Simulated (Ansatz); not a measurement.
The starting structures come from a database of crystals and need not be the phases stable at ambient conditions.

By PBEsol, the system below comes out a metal.

A figure of merit of an interconnect metal is its ballistic conductance per area.

Data:

```
CELL_PARAMETERS angstrom
      2.87999     0.00000     0.00000
      0.00000     2.87999     0.00000
      0.00000     0.00000     5.12104
ATOMIC_POSITIONS crystal
  Si 0.50000 0.50000 0.72051
  Si 0.50000 0.50000 0.27949
  Ru 0.00000 0.00000 0.00000
```

Space group of this cell: P4/mmm. The cell is strained (lengths along the current scaled by 0.97, ions clamped); by PBEsol its mean pressure is 0.5 GPa.

The current flows along the normal of the first two printed cell vectors, the (001) (indices of the unstrained crystal) plane of the conventional cell. No spin-orbit coupling; the value is a mean over 0.1 eV about the Fermi level.

Task: Estimate the ballistic conductance per area that PBEsol run with Ansatz (a program for electronic structure) returns for this system.

Result: 0.35 × 10¹⁵ S/m² for both spins.
